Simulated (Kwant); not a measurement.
System: six-terminal Hall bar in a In0.53Ga0.47As two-dimensional gas. Effective mass 0.041 mₑ, grid spacing 12 nm, hard walls, nominal width 300 nm (25 grid rows, so walls 312 nm apart), one parabolic valley, scattering region 780 nm long along x; energies count from the band bottom; Fermi energy swept from 0.0006325 to 0.00506 eV. Four side probes 150 nm wide, two on each edge; current runs along x; the sign of the Hall resistance is a convention. Perpendicular field 0.82 T, also in the leads; orbital effect alone.

Constants are typed, rounded textbook-type inputs, not results; the design itself was drawn at random and stands for no fabricated device.

Model: effective-mass tight-binding model on a square grid, one spin, coherent transport at 0 K (Kwant). Resistances are in h/e².

Task: How many Landau levels lie under the Fermi energy, and what Hall resistance follows, at 1.98 meV and 0.820 T; 2.73 meV and 0.820 T; 4.23 meV and 0.820 T; 4.61 meV and 0.820 T?

Result: ħωc = ħeB/m = 2.82 meV a tesla; levels lie at (n + ½)ħωc. E/ħωc = 0.86 gives 1 level and h/(1e²) = 1.000; simulated 1.000. E/ħωc = 1.18 gives 1 level and h/(1e²) = 1.000; simulated 1.000. E/ħωc = 1.83 gives 2 levels and h/(2e²) = 0.500; simulated 0.500. E/ħωc = 1.99 gives 2 levels and h/(2e²) = 0.500; simulated 0.500.
